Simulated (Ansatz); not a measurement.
An Ansatz (an electronic-structure program) run: WSe2 with a change (biaxial strain −0.64 %, plane normal [001], relaxed out of plane); r2SCAN+rVV10 (Ansatz; PAW; 500 eV plane waves; no spin-orbit coupling), earlier PAW set.

Input:

Ansatz 0.2 input:
```yaml
crystal:
  lattice:
    - [3.2784023507, 0, 0]
    - [1.6392011753, 2.8391797195, 0]
    - [0, 0, 13.1895230879]
  atoms:
    - { symbol: W, position: [0.3333333333, 0.3333333333, 0.25] }
    - { symbol: W, position: [0.6666666667, 0.6666666667, 0.75] }
    - { symbol: Se, position: [0.3333333333, 0.3333333333, 0.6233418789] }
    - { symbol: Se, position: [0.6666666667, 0.6666666667, 0.1233418789] }
    - { symbol: Se, position: [0.6666666667, 0.6666666667, 0.3766581211] }
    - { symbol: Se, position: [0.3333333333, 0.3333333333, 0.8766581211] }
basis: { ecutwfc: 500, ecutrho_ratio: 4, xc_grid: 4, fft_grid_basis: typed }
kpoints: { mp_grid: { grid: [11, 11, 3] } }
hamiltonian:
  xc: r2scan
  dispersion: rvv10
  pseudopotentials: { azcp: { folder: ./paw }, kind: paw }
scf: { occupations: { method: fermi_dirac, width: 0.05 } }
relax: { f_tol: 0.005, max_steps: 50, cell: { stress_tol: 0.01, fix: [a, b, gamma] } }
output: { forces: true, stress: true }
checkpoint: { write: state.ck, write_every: 1000 }
```

Output (explanatory and most iteration lines left out):

```
Relaxation: its limit of steps is 50 (relax.max_steps)
Pseudopotential: W, paw, valence charge 14
Pseudopotential: Se, paw, valence charge 16
Crystal: 6 atoms, lattice volume = 122.768 Å³
Basis set: ecut = 500 eV, 3067 PW (Γ), exchange–correlation on 96×96×400 points (64 copies of the dense FFT grid, shifted against one another)
Bands: 56, of which v1, the nominal top of the filled ones, is band 46 counted from 1 (45 counted from 0)
Symmetry: 24 space group operations
Space group: P63/mmc (ITA 194), of the structure as read, at distance tolerance 5.0e-5 Å
k-points: 32 of 363
Functional: x = r2scan, c = r2scan + rvv10(b = 11.95, C = 0.0093); τ floored in thin density (d = 2e-4 eV/Å³)
SCF iter   1: F=—  HF=-42702.451530 eV  |F-HF|=—  |Δ(HF+E_count)|=         —  Δρ=3.47e-2  dr2=4.42e0  dr2_τ=9.09e-2  ethr=3.10e-3  ⟨swp⟩=6.5  Hψ=6459  notcnv=0  defer=3
SCF iter   2: F=—  HF=-42702.048064 eV  |F-HF|=—  |Δ(HF+E_count)|=   4.03e-1  Δρ=2.28e-2  dr2=7.34e-1  dr2_τ=4.69e-2  ethr=3.10e-3  ⟨swp⟩=2.2  Hψ=2449  notcnv=0  defer=84
SCF 1 converged in 9 iterations: F = -42701.968036 eV  dr2 = 2.84e-8
relax step   1: F+E_penalty+E_count = -42701.96803556 eV  Δ(F+E_penalty+E_count) = +0.000e0 eV  max|allowed force component| = 4.497e-2 eV/Å  Δτ_max = 0.0000 Å  P = +1.247 GPa  Ω = 122.768 Å³  fix = [a, b, gamma]  reactions: a +1.699, b +1.699 GPa  (9 SCF iters, dr2 threshold 1.00e-7 eV, accepted)
[... steps on the carried basis left out ...]
relax step   3: F+E_penalty+E_count = -42701.96825747 eV  Δ(F+E_penalty+E_count) = -2.219e-4 eV  max|allowed force component| = 3.618e-4 eV/Å  Δτ_max = 0.0030 Å  P = +1.045 GPa  Ω = 122.719 Å³  energy of the carried Pulay correction = +6.710e-6 eV  fix = [a, b, gamma]  reactions: a +1.569, b +1.569 GPa  (10 SCF iters, accepted)
Crystal: 6 atoms, lattice volume = 122.719 Å³
SCF iter   1: F=—  HF=-42701.968266 eV  |F-HF|=—  |Δ(HF+E_count)|=         —  Δρ=3.56e-6  dr2=6.14e-10  dr2_τ=5.17e-10  ethr=4.59e-8  ⟨swp⟩=3.9  Hψ=11802  notcnv=0
SCF iter   2: F=—  HF=-42701.968249 eV  |F-HF|=—  |Δ(HF+E_count)|=   1.74e-5  Δρ=1.82e-6  dr2=1.72e-10  dr2_τ=1.25e-9  ethr=1.00e-12  ⟨swp⟩=4.0  Hψ=4896  notcnv=0
SCF 4 converged in 5 iterations: F = -42701.968249 eV  dr2 = 5.67e-13
SCF converged after 5 iterations
Free energy (F): -42701.968249 eV
Internal energy: -42701.968249 eV  (E = F + TS)
E sigma→0 (E₀):  -42701.968249 eV
Entropy (-TS):   -0.000000 eV (-0.000 meV/atom)
Fermi energy:    12.686355 eV
--- Forces (eV/Å), atoms counted from 1 ---
  atom   1  W      0.00000000     0.00000000     0.00000000
  atom   2  W     -0.00000000    -0.00000000     0.00000000
  atom   3  Se     0.00000000     0.00000000     0.00035790
  atom   4  Se    -0.00000000    -0.00000000     0.00035790
  atom   5  Se    -0.00000000    -0.00000000    -0.00035790
  atom   6  Se     0.00000000     0.00000000    -0.00035790
--- Stress (GPa, compression-positive) ---
        1.569432      -0.000000       0.000000
       -0.000000       1.569432       0.000000
        0.000000       0.000000      -0.004078
  P = ⅓ Tr σ = 1.0449 GPa (10.449 kbar)
--- Relaxed structure (3 steps of the walk, 2 accepted, 1 SCFs on fresh bases) ---
  cell:  # Å, volume = 122.7189 Å³
    - [3.278402350681051, 2.886756897692768e-11, -2.123288309368202e-31]
    - [1.6392011753155256, 2.839179719530844, -2.0887104874680723e-20]
    - [1.7036756399201723e-34, -9.703188216261049e-20, 13.184279174919793]
  atoms:
    - { symbol: W, position: [0.33333333333333337, 0.33333333333333337, 0.25] }
    - { symbol: W, position: [0.6666666666666667, 0.6666666666666667, 0.75] }
    - { symbol: Se, position: [0.33333333333333337, 0.33333333333333337, 0.6231143362205136] }
    - { symbol: Se, position: [0.6666666666666667, 0.6666666666666667, 0.12311433622051356] }
    - { symbol: Se, position: [0.6666666666666667, 0.6666666666666667, 0.3768856637794864] }
    - { symbol: Se, position: [0.33333333333333337, 0.33333333333333337, 0.8768856637794863] }
```

Spin-orbit coupling, missing from the scalar runs, can matter with W. Stability against distortions was not tested. The cell was made from WSe2 in the 2H-MoS2 type structure (space group P6_3/mmc, No. 194; layered, stacked along the Cartesian z axis) by this change: biaxial strain −0.64 %, plane normal [001], relaxed out of plane.
